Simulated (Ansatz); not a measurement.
Start from Ca in the fcc (Cu type) structure (space group Fm-3m, No. 225).

```
CELL_PARAMETERS angstrom
      0.00000     2.72759     2.72759
      2.72759     0.00000     2.72759
      2.72759     2.72759     0.00000
ATOMIC_POSITIONS crystal
  Ca 0.00000 0.00000 0.00000
```

Level of theory: Kohn–Sham DFT with the PBEsol functional, run in Ansatz (an electronic-structure program) with PAW and 420 eV plane waves, no SOC.

Before the change:

```
Item                               Result
-----------------------------  ----------
Density                        1.64 g/cm³
Shortest interatomic distance     3.857 Å
Band gap                             zero
```

One thing is altered: Ba takes the place of Ca on all its sites; the structure is relaxed again.

Tabulated Pauling electronegativity and covalent radius: Ca 1.00, 1.76 Å; Ba 0.89, 2.15 Å.

### Question
How does this affect the density, shortest interatomic distance and band gap?

### Answer
The density rises by 2.27 g/cm³ to 3.91 g/cm³; the shortest interatomic distance rises by 0.4951 Å, from 3.857 Å to 4.353 Å; the band gap is still zero.

No phonon test of stability was made. For Ba in this form, whether it has been made was not checked. This is not the structure that Ba has at room temperature and ambient pressure.
